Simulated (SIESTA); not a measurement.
SIESTA run on PbF₂ (Fm-3m, 3 atoms in the cell): self-consistent single point.

Method of the run: GGA PBE, numerical atomic orbitals DZP, PseudoDojo PBE standard norm-conserving potentials (rewritten from UPF to PSML) in SIESTA.

The change in words: lattice scaled by 0.98. Reference geometry:
```xyz
3
Lattice="0.0000 2.9192 2.9192 2.9192 0.0000 2.9192 2.9192 2.9192 0.0000" Properties=species:S:1:pos:R:3 pbc="T T T"
Pb     0.0000     0.0000     0.0000
F      4.3788     4.3788     4.3788
F      1.4596     1.4596     1.4596
```

Reference input (self-consistent single point, DFT, GGA PBE, numerical atomic orbitals DZP, PseudoDojo PBE standard norm-conserving potentials (rewritten from UPF to PSML)): XC.functional = GGA; XC.authors = PBE; potentials = PseudoDojo PBE standard; PAO.BasisSize = DZP; PAO.EnergyShift = 0.01 Ry; MeshCutoff = 350 Ry; kgrid.MonkhorstPack = 10 10 10; OccupationFunction = FD; ElectronicTemperature = 10 K; MaxSCFIterations = 150; SCF.Mixer.Method = Pulay; SCF.Mixer.Weight = 0.25. This run's input differs from it in these lines:

```diff
@@ -12,5 +12,5 @@
 %block LatticeVectors
-     0.000000000    2.919201000    2.919201000
-     2.919201000    0.000000000    2.919201000
-     2.919201000    2.919201000    0.000000000
+     0.000000000    2.860817000    2.860817000
+     2.860817000    0.000000000    2.860817000
+     2.860817000    2.860817000    0.000000000
 %endblock LatticeVectors
@@ -19,4 +19,4 @@
      0.000000000    0.000000000    0.000000000  1
-     4.378801500    4.378801500    4.378801500  2
-     1.459600500    1.459600500    1.459600500  2
+     4.291225500    4.291225500    4.291225500  2
+     1.430408500    1.430408500    1.430408500  2
 %endblock AtomicCoordinatesAndAtomicSpecies
```

Output, abridged:

```
        iscf     Eharris(eV)        E_KS(eV)     FreeEng(eV)     dDmax    Ef(eV) dHmax(eV)
   scf:    1    -3247.244851    -3243.078672    -3243.078672  0.392944 -4.084892  4.936061
   scf:    2    -3244.654587    -3244.010854    -3244.010854  0.071474 -3.367061  2.022691
   scf:    3    -3244.208797    -3244.149089    -3244.149089  0.037365 -3.049328  0.772962
   scf:    4    -3244.169348    -3244.161598    -3244.161598  0.027497 -3.142096  0.155995
   scf:    5    -3244.039125    -3244.118793    -3244.118793  0.026422 -2.856121  1.076044
   scf:    6    -3244.179954    -3244.162330    -3244.162330  0.022156 -3.077304  0.052100
   scf:    7    -3244.162477    -3244.162432    -3244.162432  0.000900 -3.087451  0.004625
   scf:    8    -3244.162433    -3244.162433    -3244.162433  0.000129 -3.088719  0.000674
mix: Pulay -- inversion failed, > SVD [rank/size] 4 / 7
   scf:    9    -3244.162433    -3244.162433    -3244.162433  0.000009 -3.088819  0.000223
SCF Convergence by DM+H criterion
max |DM_out - DM_in|         :     0.0000091189
max |H_out - H_in|      (eV) :     0.0002228619
SCF cycle converged after 9 iterations

Using DM_out to compute the final energy and forces

siesta: E_KS(eV) =            -3244.1624

siesta: E_KS - E_eggbox =     -3244.1624

siesta: Atomic forces (eV/Ang):
     1   -0.000000    0.000000   -0.000000
     2   -0.000013   -0.000013   -0.000013
     3    0.000013    0.000013    0.000013
   Tot   -0.000000    0.000000    0.000000
   Max    0.000013
   Res    0.000011    sqrt( Sum f_i^2 / 3N )
   Max    0.000013    constrained

Stress tensor Voigt[x,y,z,yz,xz,xy] (kbar):     -112.13     -112.13     -112.13       -0.08       -0.08       -0.08
(Free)E + p*V (eV/cell)    -3240.8852
Target enthalpy (eV/cell)    -3244.1624

   [... lines left out ...]
siesta: FreeEng =     -3244.162433
   [... lines left out ...]
siesta:    -0.069985   -0.000050   -0.000050
siesta:    -0.000050   -0.069985   -0.000050
siesta:    -0.000050   -0.000050   -0.069985

siesta: Cell volume =         46.827420 Ang**3

siesta: Pressure (static):
siesta:                Solid            Molecule  Units
siesta:           0.00076223          0.00076224  Ry/Bohr**3
siesta:           0.06998483          0.06998564  eV/Ang**3
siesta:         112.12806148        112.12934937  kBar
```

The run converged in 9 iterations. Against the reference run the free energy rises by 46.4 meV/atom, the pressure goes from 4.15 to 11.21 GPa and the gap on the mesh goes from 4.348 to 4.331 eV.

The starting cell comes from a database of computed structures (which also holds hypothetical and non-ambient phases and stackings), without a prior relaxation at this level. Its lattice was rescaled by a random factor within 2.5 % of one. For this run, on top of that: lattice scaled by 0.98. Spin-orbit coupling is off. Values carry the incompleteness of an atom-centred basis. With a pressure of about 11 GPa the cell is away from its equilibrium volume at this level.

Cost on one core of a shared machine: roughly 40 s.
